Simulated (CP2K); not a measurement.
## Convergence series on CrAgP2Se6 (C2, 10 atoms in the cell)

```xyz
10
Lattice="6.3811 0.0000 0.0000 -3.1904 5.5263 0.0000 -1.0275 -1.7796 7.0575" Properties=species:S:1:pos:R:3 pbc="T T T"
Cr     3.1875     1.8439     0.0000
Ag    -0.0017     3.6853     0.0000
P      0.0031    -0.0008     1.1100
P      2.1655     3.7444     5.9475
Se     2.1414     0.2367     1.7047
Se     3.0289     1.7738     5.3528
Se    -1.2753     1.7358     1.7063
Se     0.0223     3.9833     5.3512
Se     2.3242     3.5535     1.7002
Se     0.2477    -0.0428     5.3574
```
Moments meant for the start (each program seeds them in its own way; μB, in the order of the atoms Cr Ag P P Se Se Se Se Se Se): 3.0 0.0 0.0 0.0 0.0 0.0 0.0 0.0 0.0 0.0.

Level of theory: PBEsol, GPW, DZVP-MOLOPT-SR-GTH basis, GTH-PBE potentials (GTH_POTENTIALS) (CP2K).

The starting cell comes from a database of computed structures (which also holds hypothetical and non-ambient phases and stackings), without a prior relaxation at this level. With one magnetic atom in the cell only a parallel order is possible. Values carry the incompleteness of an atom-centred basis. The potentials were made for another functional than the one used.

Held fixed: UKS = T; REL_CUTOFF = 40 Ry; SMEAR/METHOD = FERMI_DIRAC; ELECTRONIC_TEMPERATURE = 116.05 K; KPOINTS/SCHEME = MONKHORST-PACK 3 3 3; XC_FUNCTIONAL = PBE:PBESOL; Cr/BASIS_SET = DZVP-MOLOPT-SR-GTH-q14; Cr/POTENTIAL = GTH-PBE-q14; Ag/BASIS_SET = DZVP-MOLOPT-SR-GTH-q11; Ag/POTENTIAL = GTH-PBE-q11; P/BASIS_SET = DZVP-MOLOPT-SR-GTH-q5; P/POTENTIAL = GTH-PBE-q5; Se/BASIS_SET = DZVP-MOLOPT-SR-GTH-q6; Se/POTENTIAL = GTH-PBE-q6; MULTIPLICITY = 4; METHOD = GPW; EPS_DEFAULT = 1e-11; NGRIDS = 5; SCF_GUESS = ATOMIC.

ΔF is the free energy per atom less that of the last row (780 Ry).

The series runs over CUTOFF = 240 Ry; 300 Ry; 360 Ry; 420 Ry; 480 Ry; 540 Ry; 600 Ry; 690 Ry; 780 Ry.

Q: From which setting on does the pressure stay within 0.05 GPa of the last one?

A: From CUTOFF = 300 Ry on; the one before it is off by 0.17 GPa. The value it settles on is -1.24 GPa at this level of theory and with the other settings as held.

Q: From which setting on does the gap on the mesh stay within 0.01 eV of the last one?

A: From CUTOFF = 300 Ry on; the one before it is off by 0.012 eV. The value it settles on is 0.694 eV at this level of theory and with the other settings as held.

| CUTOFF | ΔF (meV/atom) | pressure (GPa) | largest force (eV/Å) | gap on the mesh (eV) | size of the net moment (μB/atom) | iterations |
|---|---|---|---|---|---|---|
| 240 Ry | -5.3 | -1.08 | 0.270 | 0.707 | 0.30 | 32 |
| 300 Ry | -0.59 | -1.21 | 0.273 | 0.696 | 0.30 | 33 |
| 360 Ry | -0.48 | -1.22 | 0.274 | 0.695 | 0.30 | 33 |
| 420 Ry | -0.02 | -1.24 | 0.275 | 0.694 | 0.30 | 33 |
| 480 Ry | 0.06 | -1.24 | 0.275 | 0.694 | 0.30 | 33 |
| 540 Ry | 0.03 | -1.24 | 0.275 | 0.694 | 0.30 | 33 |
| 600 Ry | 0.00 | -1.24 | 0.275 | 0.694 | 0.30 | 33 |
| 690 Ry | 0.02 | -1.24 | 0.275 | 0.694 | 0.30 | 33 |
| 780 Ry | 0.00 | -1.24 | 0.275 | 0.694 | 0.30 | 33 |

Gaps are taken between levels on the mesh.
